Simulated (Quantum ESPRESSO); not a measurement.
A self-consistent single point of Zn₇Tc (Fm-3m, 8 atoms in the cell) with Quantum ESPRESSO.

Method: LDA (PW92), PseudoDojo standard norm-conserving (LDA) pseudopotentials (plane waves; Quantum ESPRESSO).

```
CELL_PARAMETERS angstrom
     -3.82291     0.00000     3.82291
      0.00000     3.82291     3.82291
     -3.82291     3.82291     0.00000
ATOMIC_POSITIONS crystal
  Zn 0.50000 0.00000 0.00000
  Zn 0.50000 0.00000 0.50000
  Zn 0.00000 0.50000 0.50000
  Zn 0.00000 0.50000 0.00000
  Zn 0.50000 0.50000 0.00000
  Zn 0.00000 0.00000 0.50000
  Zn 0.50000 0.50000 0.50000
  Tc 0.00000 0.00000 0.00000
```

Reference input (self-consistent single point, DFT, PBEsol, plane waves, PseudoDojo standard norm-conserving (PBESOL) pseudopotentials): ecutwfc = 85 Ry; occupations = smearing; smearing = fd; degauss = 0.0073499 Ry; potentials = {Zn: Zn.upf, Tc: Tc.upf}; K_POINTS = automatic 6 6 6 0 0 0; conv_thr = 1e-10 Ry; mixing_beta = 0.7. This run's input differs from it in these lines:

```diff
@@ -13,3 +13,3 @@
  ntyp = 2
- ecutwfc = 85
+ ecutwfc = 90
  occupations = 'smearing'
```

Its files differ too (potentials: PseudoDojo standard norm-conserving (LDA)).

Log, with long lists cut:

```
     Self-consistent Calculation

     iteration #  1     ecut=    90.00 Ry     beta= 0.70

     total energy              =   -3092.98224749 Ry
     estimated scf accuracy    <       2.52614966 Ry

     iteration #  2     ecut=    90.00 Ry     beta= 0.70

     total energy              =   -3093.47014609 Ry
     estimated scf accuracy    <      18.05429479 Ry

     iteration #  3     ecut=    90.00 Ry     beta= 0.70

     total energy              =   -3094.75152666 Ry
     estimated scf accuracy    <       0.57323951 Ry

   [... 8 blocks of this kind left out ...]

     iteration # 12     ecut=    90.00 Ry     beta= 0.70

     total energy              =   -3094.78783792 Ry
     estimated scf accuracy    <          1.7E-10 Ry

     iteration # 13     ecut=    90.00 Ry     beta= 0.70
     End of self-consistent calculation

   [... 9 lines left out ...]

   [... 9 lines left out ...]

     the Fermi energy is    16.9593 ev

!    total energy              =   -3094.78783792 Ry
     estimated scf accuracy    <          1.6E-11 Ry
     smearing contrib. (-TS)   =      -0.00486203 Ry
     internal energy E=F+TS    =   -3094.78297589 Ry

     convergence has been achieved in  13 iterations

     Forces acting on atoms (cartesian axes, Ry/au):

     atom    1 type  1   force =    -0.00000000    0.00000000   -0.00000000
   [... zero for the other atoms too ...]

     Total force =     0.000000     Total SCF correction =     0.000000

          total   stress  (Ry/bohr**3)                   (kbar)     P=      -65.80
  -0.00044731  -0.00000000  -0.00000000          -65.80       -0.00       -0.00
  -0.00000000  -0.00044731  -0.00000000           -0.00      -65.80       -0.00
   0.00000000  -0.00000000  -0.00044731            0.00       -0.00      -65.80

   JOB DONE.
```

The run converged in 13 iterations. Against the reference run the pressure goes from -2.06 to -6.58 GPa.

The starting cell comes from a database of computed structures (which also holds hypothetical and non-ambient phases and stackings), without a prior relaxation at this level. Spin polarisation is off. With a pressure of about -7 GPa the cell is away from its equilibrium volume at this level.

Cost on one core of a shared machine: roughly 6 min.
